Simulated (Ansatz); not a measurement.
The cell is built on a prototype and need not be the phase stable at ambient conditions.

By PBEsol, the system below comes out a metal.

Without scattering a metal conducts by its projected Fermi surface.

Input:

```xyz
2
Lattice="3.3583 0.0000 0.0000 0.0000 3.3759 0.0000 0.0000 0.0000 3.3583" Properties=species:S:1:pos:R:3 pbc="T T T"
Y      1.6792     1.6879     1.6792
Ru     0.0000     0.0000     0.0000
```

Space group of this cell: P4/mmm. The cell was relaxed by PBE-D3(BJ); by PBEsol its mean pressure is -1.0 GPa.

The current flows along the normal of the first two printed cell vectors. No spin-orbit coupling; the value is a mean over 0.1 eV about the Fermi level.

Problem. State the ballistic conductance per area according to PBEsol run with Ansatz (a first-principles code).

Solution. 0.92 × 10¹⁵ S/m² for both spins.
